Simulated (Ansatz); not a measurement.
The starting structures come from a database of crystals and need not be the phases stable at ambient conditions.

The decay constant κ of evanescent states in the gap governs leakage through a thin film.

Here is the system:

```
BaMg2P2
1.0
    7.57648     0.00000     0.00000
    0.00000     7.62669     0.00000
    3.78824     0.00000     2.18714
Ba Mg P
1 2 2
Direct
  0.00000   0.00000   0.00000
  0.33333   0.37814   0.00000
  0.66667   0.62186   0.00000
  0.33333   0.72125   0.00000
  0.66667   0.27875   0.00000
```

Space group of this cell: P-3m1. The cell is taken as given.

Transport runs along the normal of the first two printed cell vectors, the (110) plane of the conventional cell.

The gap is the functional's own, uncorrected, and κ follows it; spin-orbit coupling is left out. Mid-gap values are interpolated between the computed energies.

Estimate the band gap and the smallest decay constant κ at mid-gap that r2SCAN (Ansatz, a quantum-chemistry and plane-wave program) returns for this system.

Gap 1.48 eV on a 14×4×14 mesh; κ = 0.156 1/Å, at the zone centre.
